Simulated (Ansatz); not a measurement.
System: interstitial Cu in alpha quartz (charge state +1). Level of theory: PBE, PAW (plane waves to 420 eV; Ansatz, a program for electronic structure).

Settings: 72 host sites, the relaxed PBE lattice, the Γ point alone, smearing 0.01 eV, spin-restricted, no image-charge correction. Energies are static. The charge state is imposed; whether it is stable for some Fermi level was not computed. Sites that were not tried may lie lower.

Barriers: single points on a 2×2×2 k-point mesh shifted by half a step along c at the bands' geometries.

Relaxed starting cell (atoms counted from 1):

```xyz
73
Lattice="10.0423 0.0000 0.0000 -5.0211 8.6968 0.0000 0.0000 0.0000 11.0190" Properties=species:S:1:pos:R:3 pbc="T T T"
Si    -1.1736     2.0804     1.8414
Si    -1.2251     2.0389     7.3781
Si    -3.7582     6.4156     1.8331
Si    -3.6992     6.4656     7.3865
Si     3.8555     2.0980     1.9092
Si     3.8494     2.0841     7.2926
Si     1.2737     6.3977     1.9216
Si     1.2609     6.3968     7.3060
Si     1.4088     2.3951     0.0549
Si     1.2533     2.2279     5.5451
Si    -1.2038     6.5846     0.0225
Si    -1.2314     6.6391     5.5013
Si     6.3311     2.2519     0.0436
Si     6.3664     2.3075     5.4809
Si     3.7407     6.4953     0.0346
Si     3.8219     6.6588     5.5491
Si     2.3480     0.0087     3.6633
Si     2.5236     0.0052     9.1879
Si    -0.1801     4.3315     3.7405
Si    -0.1126     4.3319     9.1691
Si     7.4671     0.0222     3.6663
Si     7.2590    -0.0389     9.1662
Si     4.9005     4.3718     3.7199
Si     4.9243     4.3260     9.1893
O      0.3056     1.8896     1.1458
O      0.2135     1.7063     6.6971
O     -2.3558     6.1325     1.0722
O     -2.2600     6.2108     6.6904
O      5.3096     1.8297     1.2351
O      5.2601     1.7849     6.5558
O      2.6726     6.0662     1.1511
O      2.7394     6.1894     6.6741
O      0.7126     3.6153     4.8951
O      0.9226     3.7059    10.2732
O     -1.7218     8.0103     4.7843
O     -1.6035     7.9952    10.3254
O      5.8966     3.7184     4.8279
O      5.8486     3.6116    10.3202
O      3.3578     8.0414     4.8316
O      3.2602     7.9135    10.2832
O      3.2877     0.7133     2.5324
O      3.4332     0.7144     8.0739
O      0.8213     5.0322     2.6645
O      0.7602     5.0020     7.9731
O      8.4407     0.6646     2.5174
O      8.2490     0.6609     8.0753
O      5.7919     5.0397     2.5301
O      5.8902     5.1070     8.1451
O      2.8490     2.6357     0.7291
O      2.7047     2.5046     6.2244
O      0.1897     6.8502     0.8011
O      0.2372     6.9008     6.1513
O      7.8188     2.4857     0.6611
O      7.7737     2.5664     6.2566
O      5.1686     6.8854     0.7135
O      5.2472     6.9323     6.2860
O      1.3777     1.0992     4.3787
O      1.5407     1.1317     9.9637
O     -1.1637     5.4413     4.4023
O     -1.0529     5.4310     9.9050
O      6.5378     1.1846     4.3182
O      6.3653     1.0388     9.9633
O      3.9596     5.4893     4.4274
O      3.9001     5.3698     9.9138
O     -1.1132     3.2463     2.9648
O     -1.0527     3.1524     8.5570
O     -3.6170     7.5987     2.9329
O     -3.5530     7.6655     8.5076
O      3.9416     3.2281     3.0715
O      3.9965     3.2585     8.4034
O      1.4772     7.6062     2.9827
O      1.3111     7.5291     8.4929
Cu    -0.1294     0.2090    10.1397
```
Cell charge +1.

End state 1 differs by these moves (Å; atoms that move under 0.08 Å are left out):

| atom | element | Δx | Δy | Δz |
|---|---|---|---|---|
| 1 | Si | -0.10 | 0.11 | 0.02 |
| 3 | Si | 0.09 | -0.15 | 0.05 |
| 9 | Si | -0.06 | 0.02 | -0.08 |
| 14 | Si | -0.02 | -0.05 | 0.06 |
| 18 | Si | -0.15 | 0.02 | 0.02 |
| 22 | Si | 0.17 | 0.00 | 0.05 |
| 25 | O | -0.11 | 0.01 | -0.06 |
| 27 | O | 0.07 | -0.10 | 0.01 |
| 29 | O | -0.09 | -0.02 | -0.10 |
| 30 | O | 0.02 | -0.06 | 0.09 |
| 33 | O | 0.09 | -0.01 | -0.08 |
| 34 | O | -0.08 | 0.07 | 0.04 |
| 36 | O | -0.16 | 0.02 | 0.05 |
| 37 | O | -0.06 | -0.06 | 0.07 |
| 38 | O | -0.02 | -0.01 | -0.08 |
| 40 | O | 0.11 | 0.01 | 0.05 |
| 42 | O | -0.09 | -0.05 | 0.00 |
| 45 | O | -0.05 | 0.10 | 0.02 |
| 46 | O | 0.13 | 0.01 | 0.04 |
| 47 | O | 0.07 | -0.13 | 0.03 |
| 48 | O | -0.07 | -0.02 | -0.09 |
| 49 | O | -0.12 | 0.01 | 0.04 |
| 50 | O | 0.06 | -0.07 | -0.08 |
| 51 | O | 0.01 | 0.02 | -0.09 |
| 52 | O | 0.02 | 0.06 | 0.07 |
| 53 | O | -0.10 | 0.13 | 0.05 |
| 55 | O | 0.05 | -0.10 | 0.05 |
| 58 | O | -0.08 | 0.07 | -0.06 |
| 59 | O | 0.07 | 0.01 | 0.08 |
| 60 | O | -0.03 | 0.08 | -0.10 |
| 62 | O | 0.12 | -0.01 | 0.00 |
| 65 | O | 0.00 | 0.09 | 0.01 |
| 67 | O | 0.06 | -0.12 | 0.03 |
| 68 | O | -0.10 | -0.03 | 0.02 |
| 71 | O | -0.02 | 0.05 | -0.08 |
| 72 | O | 0.15 | 0.01 | 0.02 |
| 73 | Cu | 0.37 | -0.21 | 1.81 |

Question: Estimate the forward and backward barriers to end state 1 that PBE, PAW returns for this input.

Answer: forward 0.092 eV, backward 0.092 eV; at the saddle point atom 73 has neighbours O at 2.02, O at 2.04, O at 2.15, O at 2.29 Å. The saddle point's order was not checked.
